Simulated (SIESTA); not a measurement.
# How far to go with shifted k-point meshes: Cu (Fm-3m, 1 atom in the cell)

```
CELL_PARAMETERS angstrom
      0.00000     1.81042     1.81042
      1.81042     0.00000     1.81042
      1.81042     1.81042     0.00000
ATOMIC_POSITIONS crystal
  Cu 0.00000 0.00000 0.00000
```

Computed with GGA PBE, numerical atomic orbitals DZP, PseudoDojo PBE standard norm-conserving potentials (rewritten from UPF to PSML) run with SIESTA 5.4.2.

Base settings: XC.functional = GGA; XC.authors = PBE; potentials = PseudoDojo PBE standard; PAO.BasisSize = DZP; PAO.EnergyShift = 0.01 Ry; MeshCutoff = 350 Ry; kgrid.MonkhorstPack = 7 7 7; OccupationFunction = MP; OccupationMPOrder = 0; ElectronicTemperature = 1160.45 K.

Only quantities that move along the ladder and can be compared are tabulated.

Core times come from one kind of shared machine, to one figure; runs under 30 s give none.

The starting cell has typed, rounded lattice constants, without a prior relaxation at this level. Its lattice was rescaled by up to half a per cent. Spin polarisation is off. Values carry the incompleteness of an atom-centred basis. Without a gap this mesh is coarse (it stands for a supercell whose shortest vector is 18 Å).

Steps (kgrid.MonkhorstPack): 3 3 3 shifted by 0.5 0.5 0.5; 4 4 4 shifted by 0.5 0.5 0.5; 5 5 5 shifted by 0.5 0.5 0.5; 6 6 6 shifted by 0.5 0.5 0.5; 7 7 7 shifted by 0.5 0.5 0.5; 8 8 8 shifted by 0.5 0.5 0.5; 9 9 9 shifted by 0.5 0.5 0.5; 10 10 10 shifted by 0.5 0.5 0.5; 11 11 11 shifted by 0.5 0.5 0.5; 12 12 12 shifted by 0.5 0.5 0.5; 13 13 13 shifted by 0.5 0.5 0.5; 15 15 15 shifted by 0.5 0.5 0.5; 16 16 16 shifted by 0.5 0.5 0.5; 20 20 20 shifted by 0.5 0.5 0.5; 25 25 25 shifted by 0.5 0.5 0.5; 30 30 30 shifted by 0.5 0.5 0.5; 34 34 34 shifted by 0.5 0.5 0.5.

Question: What is the coarsest kgrid.MonkhorstPack that holds the pressure within 0.1 GPa of the last step, with all finer ones?

Answer: 11 11 11 shifted by 0.5 0.5 0.5; the step before is off by 0.14 GPa.

| kgrid.MonkhorstPack | free energy less the last step's (meV/atom) | pressure (GPa) | core time / last (rough) |
|---|---|---|---|
| 3 3 3 shifted by 0.5 0.5 0.5 | 23.10 | -1.42 | – |
| 4 4 4 shifted by 0.5 0.5 0.5 | 63.40 | 0.30 | – |
| 5 5 5 shifted by 0.5 0.5 0.5 | 4.74 | -1.42 | – |
| 6 6 6 shifted by 0.5 0.5 0.5 | 9.27 | -1.66 | – |
| 7 7 7 shifted by 0.5 0.5 0.5 | 3.91 | -1.29 | – |
| 8 8 8 shifted by 0.5 0.5 0.5 | -1.57 | -1.63 | – |
| 9 9 9 shifted by 0.5 0.5 0.5 | 2.07 | -1.31 | – |
| 10 10 10 shifted by 0.5 0.5 0.5 | -1.36 | -1.41 | – |
| 11 11 11 shifted by 0.5 0.5 0.5 | -1.73 | -1.58 | – |
| 12 12 12 shifted by 0.5 0.5 0.5 | -0.48 | -1.49 | – |
| 13 13 13 shifted by 0.5 0.5 0.5 | -0.95 | -1.56 | – |
| 15 15 15 shifted by 0.5 0.5 0.5 | -0.29 | -1.55 | 0.09 |
| 16 16 16 shifted by 0.5 0.5 0.5 | -0.46 | -1.58 | 0.09 |
| 20 20 20 shifted by 0.5 0.5 0.5 | 0.10 | -1.57 | 0.2 |
| 25 25 25 shifted by 0.5 0.5 0.5 | 0.10 | -1.55 | 0.3 |
| 30 30 30 shifted by 0.5 0.5 0.5 | 0.03 | -1.55 | 0.5 |
| 34 34 34 shifted by 0.5 0.5 0.5 | 0.00 | -1.55 | 1 |
